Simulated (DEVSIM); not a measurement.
Structure: Si p-i-n diode, at 300 K.

Layer 1 from the left is Si, thickness (μm) 1.70, Na (cm⁻³) 4.9e18, τn (s) 6.7e-7, τp (s) 6.7e-7. Layer 2 from the left is Si, thickness (μm) 31.0, Nd (cm⁻³) 1.9e12, τn (s) 6.7e-7, τp (s) 2e-8. Layer 3 from the left is Si, thickness (μm) 0.670, Nd (cm⁻³) 1.9e18, τn (s) 6.7e-7, τp (s) 6.7e-7.

Left contact: ohmic. Right contact: ohmic. Voltage is applied to the left contact. Recombination: SRH at mid-gap, radiative. Gap narrowing is on: ΔEg = 6.92 meV × (l + √(l² + 0.5)), l = ln(N/1.3e17 cm⁻³), shared equally by both band edges. Mobility is μmin + (μ − μmin)/(1 + (N/Nref)^α).

This is a model device: material constants are rounded textbook-type values typed into the input, and sizes, dopings and lifetimes were drawn at random. Values at 300 K.

Si: gap (eV) 1.124, affinity (eV) 4.05, permittivity 11.7, Nc (cm⁻³) 2.86e19, Nv (cm⁻³) 3.1e19, μn (cm²/Vs) 1417, μp (cm²/Vs) 470, μn,min 52, μp,min 45, Nref,n 9.7e16, Nref,p 2.2e17, αn 0.68, αp 0.72, B (cm³/s) 4.7e-15.

DEVSIM, 1D drift-diffusion, Boltzmann statistics, complete ionisation; no tunnelling, impact ionisation, image-force lowering or self-heating.

What does the simulation give for the potential step across the device at zero bias, the dark forward voltage at 100 A/cm², the dark forward voltage at 1 A/cm²?

potential step across the device at zero bias 0.962 V; dark forward voltage at 100 A/cm² 0.826 V; dark forward voltage at 1 A/cm² 0.619 V.
